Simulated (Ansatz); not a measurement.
**SiC (space group P6_3mc, No. 186)**

```cif
data_C4Si4
_chemical_formula_sum 'Si4 C4'
_space_group_name_H-M_alt 'P 1'
_space_group_IT_number 1
_cell_length_a 3.09412
_cell_length_b 3.09412
_cell_length_c 10.12917
_cell_angle_alpha 90.000
_cell_angle_beta 90.000
_cell_angle_gamma 120.000
loop_
_space_group_symop_operation_xyz
  'x, y, z'
loop_
_atom_site_label
_atom_site_type_symbol
_atom_site_fract_x
_atom_site_fract_y
_atom_site_fract_z
_atom_site_occupancy
Si1 Si 0.00000 0.00000 0.00031 1
Si2 Si 0.00000 0.00000 0.50031 1
Si3 Si 0.66667 0.33333 0.75025 1
Si4 Si 0.33333 0.66667 0.25025 1
C1 C 0.00000 0.00000 0.81285 1
C2 C 0.00000 0.00000 0.31285 1
C3 C 0.66667 0.33333 0.56221 1
C4 C 0.33333 0.66667 0.06221 1
```

All numbers come from PBE (Ansatz, a quantum-chemistry and plane-wave program; PAW; 420 eV plane waves; no SOC), earlier PAW set. Settings: 12×12×4 k-points, 0.05 eV Fermi–Dirac smearing.

| Item | Result |
|---|---|
| Volume per atom | 10.50 Å³ |
| Density | 3.17 g/cm³ |
| Band gap | 2.22 eV, indirect, Γ → M |
| Total energy | -443.582 eV/atom (σ→0; compares only within this code and set-up) |

No phonon test of stability was made.
